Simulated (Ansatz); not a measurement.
Start from Re in the hcp (Mg type) structure (space group P6_3/mmc, No. 194; a = 2.758 Å, c = 4.463 Å).

Calculations: Ansatz (a quantum-chemistry and plane-wave program), r2SCAN, PAW, cutoff 500 eV, no spin-orbit coupling.

Base values:

```
Property                 Result
-------------------  ----------
c/a ratio                 1.618
Lattice parameter a  5.212 bohr
```

The change: full substitution Re → Ta, then cell and atoms are relaxed.

Tabulated Pauling electronegativity and covalent radius: Re 1.90, 1.51 Å; Ta 1.50, 1.70 Å.

**Question.** How does this affect the c/a ratio?

**Answer.** The c/a ratio increases by 0.155, from 1.618 to 1.773.

**Question.** What happens to the lattice parameter a?

**Answer.** The lattice parameter a rises by 0.244 bohr to 5.456 bohr.

No phonon test of stability was made. For Ta in this form, whether it has been made was not checked. All final runs are without spin polarisation. This is not the structure that Ta has at room temperature and ambient pressure.
